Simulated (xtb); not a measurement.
xtb 6.7.1, GFN2-xTB: Si(Me)(Et)(Vi)2 (C=C[Si](C)(C=C)CC), 22 atoms. The geometry is a generated start, not checked to be a minimum at this level.

- run flags = --grad
- method = GFN2-xTB
- --acc = 1 (default)
- --etemp (K) = 300 (default)
- basis functions = 52
- valence electrons = 46

```xyz
22

C      1.3190    -2.5200     0.7844
C      0.2145    -1.8390     0.5294
Si     0.1717    -0.0578    -0.1153
C      1.2213     1.0729     1.0099
C      0.8681    -0.0390    -1.8795
C      1.0299     1.0506    -2.6134
C     -1.6464     0.5418    -0.1642
C     -2.3236     0.5776     1.2015
H      1.3038    -3.5383     1.1472
H      2.2965    -2.0899     0.6412
H     -0.7337    -2.3358     0.6966
H      1.1705     2.1064     0.6817
H      2.2640     0.7730     0.9954
H      0.8874     1.0396     2.0443
H      1.1532    -0.9909    -2.3112
H      1.4294     1.0255    -3.6163
H      0.7673     2.0285    -2.2421
H     -1.6873     1.5390    -0.6045
H     -2.2218    -0.1068    -0.8270
H     -1.8137     1.2701     1.8670
H     -3.3606     0.8999     1.1104
H     -2.3096    -0.4073     1.6645
```

One run each on 1 thread. Values of broydamp tried: 0.02, 0.05, 0.1, 0.2, 0.4 (default), 0.6, 0.8, 1.

How does the count of SCC iterations change with broydamp, and where is it least?

Fewest SCC iterations, within one of each other: 0.2 with 14, 0.4 (default) with 13, 0.6 with 13, 0.8 with 14. The count rises to 21 at 0.02. All converge to one solution.

```json
[
 {"broydamp": "0.02", "SCC iterations": "21", "end": "same solution"},
 {"broydamp": "0.05", "SCC iterations": "18", "end": "same solution"},
 {"broydamp": "0.1", "SCC iterations": "16", "end": "same solution"},
 {"broydamp": "0.2", "SCC iterations": "14", "end": "same solution"},
 {"broydamp": "0.4 (default)", "SCC iterations": "13", "end": "same solution"},
 {"broydamp": "0.6", "SCC iterations": "13", "end": "same solution"},
 {"broydamp": "0.8", "SCC iterations": "14", "end": "same solution"},
 {"broydamp": "1", "SCC iterations": "15", "end": "same solution"}
]
```
